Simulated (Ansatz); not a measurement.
## Worked sum: formation energy of Ta_Cu in Cu (fcc, Fm-3m)

Subject: the formation energy of Ta_Cu in Cu (fcc, Fm-3m). Reaction: 63 Cu (fcc) + Ta (bcc) → cell A.

A: a supercell of 64 sites of Cu (fcc, Fm-3m) with Ta on a Cu site (12 Cu at 2.61 Å); spin state with PBE: run without spin.

Ansatz (an electronic-structure program) with PAW potentials; structures come from PBE relaxations, nuclei static, no net charge. Ansatz runs with its PAW set soft_1. Larger cells are relaxed from a start prepared with the learned potential CHGNet, on a coarser mesh till forces fall under 0.03 eV/Å, which some starts already meet. A dispersion term (D3(BJ), or D4 for r2SCAN) was computed beside these levels and is taken off wherever the name lacks it. Space groups of crystals are read within 0.01 Å. The runs are scalar-relativistic, without spin-orbit coupling. Mesh and cell size may move defect energies by 0.1 eV or more. Cell A has symmetry Fm-3m within 0.02 Å and got no random move, so less symmetric positions, which may lie lower, weren't tried.

Total energies of the cells in eV, at zero smearing width. They compare only within one column; the weights balance every element.

```
cell         atoms  weight            PBE
-----------  -----  ------  -------------
A: Cu:Ta_Cu     64      +1  -427318.59339
Cu (fcc)        64  −63/64  -424011.80683
Ta (bcc)         1      −1    -9933.23296
```

PBE: (-427318.59339) − 63/64 × (-424011.80683) − (-9933.23296) = 1.262 eV.

What follows from the PBE value: With the reservoirs of the reaction as written, and without entropy terms or charged states, the share of sites that hold the defect in equilibrium is exp(−1.26 eV/k_BT) = 4.5×10^-7 at 1000 K.
